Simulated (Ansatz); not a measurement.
We consider CsCl-type LiH (model structure), described by PBEsol in Ansatz (PAW).

Run with plane-wave cutoff 500 eV, 12×12×12 k mesh, gaussian smearing 0.02 eV, scalar-relativistic PAW data made under PBE.

Cell (relaxed at this level):

Space group Pm-3m (No. 221); a = b = c = 2.491 Å, α = β = γ = 90.00°

```
atom  site  symmetry       x       y       z
----  ----  --------  ------  ------  ------
Li      1a      m-3m  0.0000  0.0000  0.0000
H       1b      m-3m  0.5000  0.5000  0.5000
```

Q: Estimate the band gap that the calculation returns.

A: 
- band gap: 0.44 eV (on the SCF k mesh)

Note: the relaxation could raise the start's symmetry but not lower it, so the cell can be a saddle point.

The computed numbers hold no vibrational or temperature effects.

It cost roughly 4 core-seconds of CPU time.

A model structure was made by putting elements into a prototype or built by hand; it is no filed structure, need not be a known phase, and can be a saddle point held by its symmetry.

Ansatz is a quantum-chemistry and plane-wave program.
